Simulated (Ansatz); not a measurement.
The starting structures come from a database of crystals and need not be the phases stable at ambient conditions.

Given:

```yaml
crystal:
  lattice:
    - [6.04974, 0.00000, 0.00000]
    - [2.90721, 11.78160, 0.00000]
    - [-2.90721, -2.26827, 4.64530]
  atoms:
    - { symbol: Sr, position: [0.00000, 0.75000, 0.25000] }
    - { symbol: Sr, position: [0.00000, 0.25000, 0.75000] }
    - { symbol: Al, position: [0.47874, 0.50000, 0.74043] }
    - { symbol: Al, position: [0.52126, 0.50000, 0.25957] }
    - { symbol: Al, position: [0.52126, 0.00000, 0.76169] }
    - { symbol: Al, position: [0.47874, 0.00000, 0.23831] }
    - { symbol: S, position: [0.82162, 0.50000, 0.67671] }
    - { symbol: S, position: [0.17838, 0.50000, 0.32329] }
    - { symbol: S, position: [0.17838, 0.00000, 0.35509] }
    - { symbol: S, position: [0.82162, 0.00000, 0.64491] }
    - { symbol: S, position: [0.50000, 0.83887, 0.83887] }
    - { symbol: S, position: [0.50000, 0.16113, 0.16113] }
    - { symbol: S, position: [0.50000, 0.66113, 0.16113] }
    - { symbol: S, position: [0.50000, 0.33887, 0.83887] }
```

Space group of this cell: Cccm. The cell is taken as given; by PBEsol its mean pressure is -0.5 GPa.

Transport runs along the normal of the first two printed cell vectors.

No gap correction and no spin-orbit coupling; mid-gap values are interpolated between computed energies.

Problem. Compute, with Ansatz (an electronic-structure program) with PBEsol, the band gap and the smallest decay constant κ at mid-gap.

Solution. Gap 3.83 eV on a 8×8×8 mesh; κ = 0.256 1/Å, at the zone centre.
